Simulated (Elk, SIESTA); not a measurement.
A SIESTA input for a self-consistent single point of NiSi2 (Fm-3m, 3 atoms in the cell) (DFT, GGA PBE, numerical atomic orbitals DZP, PseudoDojo PBE standard norm-conserving potentials (rewritten from UPF to PSML)):

```
# files in the folder: Si.psml Ni.psml (PseudoDojo PBE standard)
SystemName  NiSi2
SystemLabel NiSi2

NumberOfAtoms                3
NumberOfSpecies              2
%block ChemicalSpeciesLabel
  1 14 Si
  2 28 Ni
%endblock ChemicalSpeciesLabel
LatticeConstant              1.0 Ang
%block LatticeVectors
     0.000000000    2.669024000    2.669024000
     2.669024000    0.000000000    2.669024000
     2.669024000    2.669024000    0.000000000
%endblock LatticeVectors
AtomicCoordinatesFormat      Bohr
%block AtomicCoordinatesAndAtomicSpecies
     2.521862190    2.521862190    2.521862190  1
     7.565586570    7.565586570    7.565586570  1
     0.000000000    0.000000000    0.000000000  2
%endblock AtomicCoordinatesAndAtomicSpecies

XC.functional                GGA
XC.authors                   PBE
PAO.BasisSize                DZP
PAO.EnergyShift              0.005 Ry
MeshCutoff                   400 Ry
%block kgrid.MonkhorstPack
    9   0   0  0.0
    0   9   0  0.0
    0   0   9  0.0
%endblock kgrid.MonkhorstPack
OccupationFunction           MP
OccupationMPOrder            0
ElectronicTemperature        0.136 eV

MaxSCFIterations             150
SCF.Mixer.Method             Pulay
SCF.Mixer.Weight             0.25
SCF.Mixer.History            8
SCF.DM.Tolerance             1.0E-05
Diag.ParallelOverK           true
WriteForces                  true
```

Question: Give the Elk input for the same structure, mesh, smearing and functional.

Answer: One input that does it (others would too):

```
tasks
  0

xctype
  20

tforce
  .true.

rgkmax
  7.5

gmaxvr
  18.0

lmaxapw
  10

lmaxo
  8

nxlo
  2

lorbcnd
  .true.

lradstp
  2

nrmtscf
  2.0

rmtscf
  0.89

lmaxi
  4

stype
  0

swidth
  0.00499791

scale
  7.132903423

avec
    0.0000000000    0.7071067812    0.7071067812
    0.7071067812    0.0000000000    0.7071067812
    0.7071067812    0.7071067812    0.0000000000

sppath
  'species/'

atoms
  2   : nspecies
  'Si.in'   : spfname
  2   : natoms; atposl, bfcmt below
  0.2500000000  0.2500000000  0.2500000000    0.0 0.0 0.0
  0.7500000000  0.7500000000  0.7500000000    0.0 0.0 0.0
  'Ni.in'   : spfname
  1   : natoms; atposl, bfcmt below
  0.0000000000  0.0000000000  0.0000000000    0.0 0.0 0.0

ngridk
  9 9 9
```

Basis settings and potentials, where a program has them, do not carry over. This input uses DFT, PBE, all-electron FP-LAPW, Elk's shipped species files, APW+lo basis with extra local orbitals.

The starting cell has typed, rounded lattice constants, without a prior relaxation at this level. Its lattice was rescaled by a random factor within 2.5 % of one.
